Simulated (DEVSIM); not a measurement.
Structure: TaN/SiO2/n-Si capacitor, at 300 K.

Layer 1 from the left is SiO2, thickness (nm) 3.00. Layer 2 from the left is Si, thickness (nm) 3400, Nd (cm⁻³) 2.9e16.

Metal gate on the left, work function 4.4 eV. Fixed charge at the semiconductor interface 5.3e11 cm⁻² (in units of +e); no interface traps.

The device is made up for the run: typed textbook-type constants, with dimensions and the other settings drawn at random. Values at 300 K.

SiO2: gap (eV) 9, affinity (eV) 0.9, permittivity 3.9. Si: gap (eV) 1.124, affinity (eV) 4.05, permittivity 11.7, Nc (cm⁻³) 2.86e19, Nv (cm⁻³) 3.1e19.

Model (solved in DEVSIM): 1D Poisson equation in equilibrium, Boltzmann statistics, complete ionisation; no quantum confinement or tunnelling. Metal contacts follow the ideal Schottky-Mott rule: no Fermi-level pinning, no interface dipoles.

Question: What does the simulation give for the threshold voltage (band bending 2φF), the flat-band voltage?

Answer: threshold voltage (band bending 2φF) -0.74 V; flat-band voltage 0.10 V.
